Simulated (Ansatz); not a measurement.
Cost and result by functional for the surface energy of the (11-21) surface of hcp Zr in its 1x1 cell, outermost plane spacing 0.77 Å in the ideal cut, in Ansatz (plane waves, PAW). Single points on the PBE structure, on one kind of machine; costs are rough ratios of the slab run's core time (references not counted) to the cheapest single point. r2SCAN's cost holds its higher cutoff (500 against 420 eV). Differences are taken against r2SCAN for comparison alone: no measured value is at hand, so the table doesn't rank accuracy.

Slab: 14 atoms, 10.0 Å thick at the start (thin: gaps and levels are the slab's own); k 8x7x1, smearing 0.1 eV, dipole-corrected; all atoms relaxed; symmetry of the start imposed; no spin, no spin-orbit, no U. These notes are the PBE run's.

```
functional                     relative cost  surface energy (J/m²)  less r2SCAN (J/m²)
-----------------------------  -------------  ---------------------  ------------------
LDA                                        1                   1.96                0.11
PBEsol                                     1                   1.91                0.05
RPBE                                       1                   1.61               -0.24
r2SCAN                                     2                   1.85                0.00
PBE (the relaxed run's value)              –                   1.74               -0.12
```

The values span 0.35 J/m², while the single points' costs differ by a factor of roughly 2. Differences are of unrounded values.

Ansatz is a program for electronic structure.
